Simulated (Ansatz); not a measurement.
The parent structure is BaHfO3 in the cubic perovskite structure (space group Pm-3m, No. 221; a = 4.158 Å).

One thing is altered: cell and atoms relaxed at a pressure of 5 GPa.

Levels (all Ansatz, a program for electronic structure, PAW): PBEsol (420 eV, no SOC); PBEsol+SOC (420 eV, spin-orbit coupling included).

The geometry is relaxed with PBEsol.

| Quantity | Result |
|---|---|
| PBEsol gap character | indirect, R → Γ |
| PBEsol width of the top valence band | 0.80 eV |

**Question.** How does going to PBEsol+SOC change the gap character, hole mass, valence-band top at Γ and width of the top valence band?

**Answer.** The gap character becomes direct at Γ (PBEsol: indirect, R → Γ); the hole mass (degenerate bands, along [100]) comes out as 0.33, 1.9 mₑ (at Γ); the valence-band top at Γ (three highest Kramers pairs, from the VBM) is 0.00, 0.00, -0.24 eV; the width of the top valence band increases by 0.04 eV (0.80 eV → 0.84 eV).

Single points use the geometry relaxed with PBEsol. Differences between runs with and without spin-orbit coupling are approximate. With Hf present, leaving out spin-orbit coupling can change the band edges. Load acts through the strain it causes; cell and atoms are relaxed under it. Effective masses come from finite differences of ±0.01 Å⁻¹. Stability against distortions was not tested. No other phases were tried under pressure. The base started in P4mm and relaxed to Pm-3m at this level.
